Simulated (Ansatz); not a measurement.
Worked example: self-consistent single point of Li3CrSiO5 (P-1, 40 atoms in the cell) in Ansatz (a program for electronic structure).

Level of theory: r2SCAN-D4+U, default PAW files made with PBE (plane waves; Ansatz).

```xyz
40
Lattice="5.0880 0.0000 0.0000 -1.6680 5.6572 0.0000 -1.6270 -1.6490 12.5101" Properties=species:S:1:pos:R:3 pbc="T T T"
Li    -0.8340     2.8286     0.0000
Li     1.7305    -0.8245     6.2550
Li     0.0000     0.0000     0.0000
Li     0.8965     2.0041     6.2550
Li     4.2554     1.3486     2.4889
Li    -2.4624     2.6596    10.0212
Li     0.0637     3.3536     8.7438
Li     1.7293     0.6546     3.7663
Li     1.6355     2.0585     1.1480
Li     0.1575     1.9497    11.3620
Li     2.5319     4.0627     7.4031
Li    -0.7389    -0.0545     5.1070
Cr     0.8987     0.5598     8.7394
Cr     0.8943     3.4484     3.7707
Cr     3.4236     4.2115     2.4841
Cr    -1.6306    -0.2033    10.0259
Si     0.8790     4.9618     1.1995
Si     0.9139    -0.9536    11.3106
Si    -1.6448     1.3083     7.4545
Si     3.4378     2.6999     5.0556
O      2.3897     3.9957     0.7707
O     -0.5967     0.0125    11.7393
O     -0.1344     0.3429     7.0259
O      1.9274     3.6654     5.4842
O     -0.1410     1.8409     4.4166
O      1.9340     2.1673     8.0935
O      0.7555     3.8455    10.6715
O      1.0375     0.1628     1.8386
O      3.2364     0.8903     0.5148
O     -1.4435     3.1179    11.9953
O     -0.9549     2.8941     6.7699
O      2.7479     1.1142     5.7401
O     -0.8428     4.3217     4.4307
O      2.6358    -0.3135     8.0794
O      1.7213     0.6690    10.6858
O      0.0717     3.3392     1.8242
O      2.6472     2.4776     3.3551
O     -0.8542     1.5306     9.1550
O      0.1232    -1.1754     9.6104
O      1.6698     5.1836     2.8997
```
Moments meant for the start (each program seeds them in its own way; μB, in the order of the atoms Li Li Li Li Li Li Li Li Li Li Li Li Cr Cr Cr Cr Si Si Si Si O O O O O O O O O O O O O O O O O O O O): 0.0 0.0 0.0 0.0 0.0 0.0 0.0 0.0 0.0 0.0 0.0 0.0 3.0 3.0 3.0 3.0 0.0 0.0 0.0 0.0 0.0 0.0 0.0 0.0 0.0 0.0 0.0 0.0 0.0 0.0 0.0 0.0 0.0 0.0 0.0 0.0 0.0 0.0 0.0 0.0.

Reference input (self-consistent single point, DFT, PBEsol+U, plane waves, default PAW files made with PBE): kpoints.mp_grid.grid = 3 3 2; hamiltonian.xc = pbesol; hamiltonian.pseudopotentials = {kind: paw} (the program's default PAW files); hamiltonian.hubbard.sites = [{species: Cr, l: d, u_eff: 3.7}] eV; magnetization.spin_polarized = true; scf.occupations.method = fermi_dirac; scf.occupations.width = 0.01 eV. This run's input differs from it in these lines:

Ansatz 0.2 input:
```diff
@@ -50,3 +50,4 @@
 hamiltonian:
-  xc: pbesol
+  xc: r2scan
+  dispersion: d4
   pseudopotentials: { kind: paw }
```

Log, with long lists cut:

```
SCF iter   1: F=—  HF=-29954.483179 eV  |F-HF|=—  |Δ(HF+E_count)|=         —  Δρ=6.00e-2 (↑6.00e-2 ↓3.83e-2)  dr2=3.12e1  dr2_τ=5.36e-1  dr2_m=2.17e0  M=12.000 μB ∫|m|=16.212 μB  β_m=1.00  ethr=3.10e-3  ⟨swp⟩=6.1  Hψ=11827  notcnv=0  defer=164
all-band conjugate gradients solve this SCF's bands
preconditioner: auto → Resta (q_TF=auto, 2.528 Å⁻¹)
   [... lines left out ...]
SCF iter  19: F=—  HF=-29962.554991 eV  |F-HF|=—  |Δ(HF+E_count)|=   4.29e-6  Δρ=2.72e-6 (↑2.58e-6 ↓2.72e-6)  dr2=6.60e-8  dr2_τ=1.88e-9  dr2_m=6.85e-9  M=12.000 μB ∫|m|=13.088 μB  β_m=1.20  ethr=4.39e-11  ⟨swp⟩=13.9  Hψ=19576  notcnv=0  κ⁻¹=6.9e-6(r=8)
SCF iter  20: F=-29962.554992 eV  HF=-29962.554992 eV  |F-HF|=4.89e-8  |Δ(HF+E_count)|=   7.44e-8  Δρ=1.68e-6 (↑1.68e-6 ↓1.53e-6)  dr2=2.13e-8  dr2_τ=5.95e-10  dr2_m=2.90e-10  M=12.000 μB ∫|m|=13.088 μB  ethr=2.90e-11  ⟨swp⟩=3.2  Hψ=7445  notcnv=0
SCF 1 converged in 20 iterations: F = -29962.554992 eV  dr2 = 2.13e-8
WARN: an SCF from antiferromagnetic starting moments (0.00, 0.00, 0.00, 0.00, 0.00, 0.00, 0.00, 0.00, 0.00, 0.00, 0.00, 0.00, -3.00, 3.00, -3.00, 3.00, 0.00, …
   [... lines left out ...]
Absolute magnetization: 13.1148 μB (∫|ρ↑−ρ↓|, with the PAW one-centre terms)
Free energy (F): -29962.554992 eV
Fermi energy:    8.138291 eV
   [... lines left out ...]
--- Stress (GPa, compression-positive) ---
      -17.238378       0.342177       0.140029
        0.342173     -16.554355       0.592036
        0.140042       0.591924     -17.273602
  P = ⅓ Tr σ = -17.0221 GPa (-170.221 kbar)
  The stress holds the Pulay correction. Without it, at fixed plane waves, as pw.x and ABINIT print it: P = -17.1007 GPa
Occupation matrices written to occupation_matrices
```

The run converged in 20 iterations.  The full log also holds: “WARN basis.ecutwfc = 500 eV, the default”.

The starting cell comes from a database of computed structures (which also holds hypothetical and non-ambient phases and stackings), without a prior relaxation at this level. Its lattice was rescaled by a random factor within 2.5 % of one. The magnetic order is the one reached from the typed start; others were not searched systematically. With U or open f shells several self-consistent states can exist. The program warned that, by what it read of turns of the moments, another magnetic order lies lower. With a pressure of about -17 GPa the cell is away from its equilibrium volume at this level. Forces in this geometry exceed 1 eV/Å. Ansatz's pressure includes its estimate of the finite-basis (Pulay) stress.

These are the values that this program gave, and no reference: magnets with a U can end in a higher state.

Cost on one core of a shared machine: roughly 8 min.
